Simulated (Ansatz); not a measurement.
The starting structures come from a database of crystals and need not be the phases stable at ambient conditions.

The decay constant κ of evanescent states in the gap governs leakage through a thin film.

Data:

```xyz
14
Lattice="5.8672 0.0000 0.0000 0.0000 11.2796 0.0000 2.9336 -4.5480 5.5331" Properties=species:S:1:pos:R:3 pbc="T T T"
Sr     4.4099     4.4455     3.6939
Sr     1.4763     2.2861     1.8392
Sr     5.8767    -1.1552     3.6463
Sr     2.9431     7.8868     1.8868
Sr     8.7763     1.0918     5.5331
Sr     4.3759     0.0000     0.0000
P      5.8614     1.8417     4.6598
P      2.9278     4.8899     0.8733
P      1.4610    -0.7117     0.9048
P      4.3946     7.4432     4.6283
P      4.3407     3.1671     0.8969
P      7.2743     3.5645     4.6362
P      5.8075     7.1328     2.9335
P      2.8739    -0.4013     2.5996
```

Space group of this cell: Fdd2. The cell is taken as given; by PBEsol its mean pressure is -1.7 GPa.

Transport runs along the normal of the first two printed cell vectors.

The gap is the functional's own. No spin-orbit coupling. Mid-gap values are interpolated on the energy grid.

State the band gap and the smallest decay constant κ at mid-gap according to Ansatz (a program for electronic structure) with PBEsol.

Gap 0.86 eV on a 6×6×6 mesh; κ = 0.193 1/Å, at the zone centre.
